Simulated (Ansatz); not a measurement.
# Cu3N: pressure series

Consider Cu3N (space group Pm-3m, No. 221).

```cif
data_Cu3N
_chemical_formula_sum 'Cu3 N1'
_space_group_name_H-M_alt 'P 1'
_space_group_IT_number 1
_cell_length_a 3.82686
_cell_length_b 3.82686
_cell_length_c 3.82686
_cell_angle_alpha 90.000
_cell_angle_beta 90.000
_cell_angle_gamma 90.000
loop_
_space_group_symop_operation_xyz
  'x, y, z'
loop_
_atom_site_label
_atom_site_type_symbol
_atom_site_fract_x
_atom_site_fract_y
_atom_site_fract_z
_atom_site_occupancy
Cu1 Cu 0.50000 0.00000 0.00000 1
Cu2 Cu 0.00000 0.50000 0.00000 1
Cu3 Cu 0.00000 0.00000 0.50000 1
N1 N 0.00000 0.00000 0.00000 1
```

Cell and atoms are relaxed at each pressure.

Computed with PBE in Ansatz (plane waves to 420 eV, PAW, no SOC).

Two rows of this table had their results exchanged by mistake.

```csv
pressure,volume per atom (Å³),shortest distance (Å),band gap
pressure −2 GPa,14.26,1.925,0.28 eV
pressure −1 GPa,14.13,1.919,0.25 eV
pressure 0.9 GPa,13.91,1.909,0.20 eV
pressure 9 GPa,11.80,1.807,zero
pressure 15 GPa,12.66,1.850,zero
pressure 22.5 GPa,12.19,1.827,zero
pressure 30 GPa,13.11,1.872,zero
```

### Question
Which two?

### Answer
The rows for pressure 9 GPa and pressure 30 GPa: the volume has to fall steadily with pressure, so 13.11 Å³ belongs to pressure 9 GPa and 11.80 Å³ to pressure 30 GPa.

A case with no gap was solved on a k-mesh chosen for an insulator, which is coarse for it. Load acts through the strain it causes; cell and atoms are relaxed under it. Stability against distortions was not tested. No other phases were tried under pressure. The final runs are not spin-polarised. A zero or small gap of Cu3N can be the functional's error rather than a property of the material.

Ansatz is an electronic-structure program.
